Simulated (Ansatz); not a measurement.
Ansatz (an electronic-structure program) run on the (001) slab of Ti2O (cut from a parent of space group no. 164; 6 atoms in the cell): self-consistent single point.

Method of the run: LDA (PW92), default PAW files made with PBE (plane waves; Ansatz).

The change in words: vacuum of 6 angstrom (first run: 14 Å). Reference geometry:
```
CELL_PARAMETERS angstrom
      2.94522     0.00000     0.00000
     -1.47261     2.55063     0.00000
      0.00000     0.00000    21.40360
ATOMIC_POSITIONS crystal
  Ti 0.33333 0.66667 0.32705
  Ti 0.66667 0.33333 0.44833
  O  0.00000 0.00000 0.38769
  Ti 0.33333 0.66667 0.55168
  Ti 0.66667 0.33333 0.67295
  O  0.00000 0.00000 0.61232
```

Reference input (self-consistent single point, DFT, LDA (PW92), plane waves, default PAW files made with PBE): basis.ecutwfc = 420 eV; kpoints.mp_grid.grid = 12 12 1; hamiltonian.xc = lda; hamiltonian.pseudopotentials = {kind: paw} (the program's default PAW files); scf.occupations.method = fermi_dirac; scf.occupations.width = 0.1 eV. This run's input differs from it in these lines:

Ansatz 0.2 input:
```diff
@@ -5,10 +5,10 @@
     - [-1.472609, 2.550633, 0.000000]
-    - [0.000000, 0.000000, 21.403596]
+    - [0.000000, 0.000000, 13.403589]
   atoms:
-    - { symbol: Ti, position: [0.333333, 0.666667, 0.327048] }
-    - { symbol: Ti, position: [0.666667, 0.333333, 0.448326] }
-    - { symbol: O, position: [0.000000, 0.000000, 0.387687] }
-    - { symbol: Ti, position: [0.333333, 0.666667, 0.551678] }
-    - { symbol: Ti, position: [0.666667, 0.333333, 0.672952] }
-    - { symbol: O, position: [0.000000, 0.000000, 0.612317] }
+    - { symbol: Ti, position: [0.333333, 0.666667, 0.223821] }
+    - { symbol: Ti, position: [0.666667, 0.333333, 0.417484] }
+    - { symbol: O, position: [0.000000, 0.000000, 0.320652] }
+    - { symbol: Ti, position: [0.333333, 0.666667, 0.582522] }
+    - { symbol: Ti, position: [0.666667, 0.333333, 0.776179] }
+    - { symbol: O, position: [0.000000, 0.000000, 0.679354] }
 basis:
```

Output, abridged:

```
SCF iter   1: F=—  HF=-10915.524729 eV  |F-HF|=—  |Δ(HF+E_count)|=         —  Δρ=1.48e-2  dr2=2.71e0  ethr=1.77e-3  ⟨swp⟩=5.5  Hψ=2809  notcnv=0
all-band conjugate gradients solve this SCF's bands
preconditioner: auto → LDOS
SCF iter   2: F=—  HF=-10915.443308 eV  |F-HF|=—  |Δ(HF+E_count)|=   8.14e-2  Δρ=7.41e-3  dr2=1.35e-1  ethr=1.77e-3  ⟨swp⟩=2.2  Hψ=1017  notcnv=0
   [... lines left out ...]
SCF iter   6: F=—  HF=-10915.428916 eV  |F-HF|=—  |Δ(HF+E_count)|=   1.59e-5  Δρ=1.14e-4  dr2=1.31e-5  ethr=1.94e-7  ⟨swp⟩=2.1  Hψ=1076  notcnv=0
SCF iter   7: F=—  HF=-10915.428923 eV  |F-HF|=—  |Δ(HF+E_count)|=   6.19e-6  Δρ=4.01e-5  dr2=1.36e-6  ethr=2.18e-8  ⟨swp⟩=2.2  Hψ=1196  notcnv=0
SCF iter   8: F=—  HF=-10915.428922 eV  |F-HF|=—  |Δ(HF+E_count)|=   7.66e-8  Δρ=1.10e-5  dr2=2.02e-7  ethr=2.26e-9  ⟨swp⟩=2.6  Hψ=1319  notcnv=0
SCF iter   9: F=-10915.428923 eV  HF=-10915.428923 eV  |F-HF|=8.82e-9  |Δ(HF+E_count)|=   1.36e-8  Δρ=4.07e-6  dr2=2.22e-8  ethr=1.67e-10  ⟨swp⟩=7.9  Hψ=2609  notcnv=0
SCF 1 converged in 9 iterations: F = -10915.428923 eV  dr2 = 2.22e-8
Free energy (F): -10915.428923 eV
Internal energy: -10915.190071 eV  (E = F + TS)
E sigma→0 (E₀):  -10915.309497 eV
Entropy (-TS):   -0.238852 eV (-39.809 meV/atom)
Fermi energy:    9.708254 eV
--- Forces (eV/Å), atoms counted from 1 ---
  atom   1  Ti     0.00000000     0.00000000     0.77976241
  atom   2  Ti    -0.00000000     0.00000000    -0.87231899
  atom   3  O      0.00000000    -0.00000000     0.15833219
  atom   4  Ti     0.00000000    -0.00000000     0.87231899
  atom   5  Ti    -0.00000000    -0.00000000    -0.77976241
  atom   6  O     -0.00000000     0.00000000    -0.15833219
--- Stress (GPa, compression-positive) ---
      -10.078208       0.000000      -0.000000
       -0.000000     -10.078208      -0.000000
       -0.000000       0.000000      -8.426903
  P = ⅓ Tr σ = -9.5278 GPa (-95.278 kbar)
  The stress holds the Pulay correction. Without it, at fixed plane waves, as pw.x and ABINIT print it: P = -9.8718 GPa
```

The run converged in 9 iterations. Against the reference run the free energy goes down by 5.3 meV/atom and the largest force goes from 0.892 to 0.872 eV/Å.

The starting cell comes from a database of computed structures (which also holds hypothetical and non-ambient phases and stackings), without a prior relaxation at this level. The slab is cut from that crystal, and its faces are unrelaxed. Its lattice was rescaled by up to half a per cent. Spin polarisation is off, so a magnetic state, if there is one, cannot be reached.
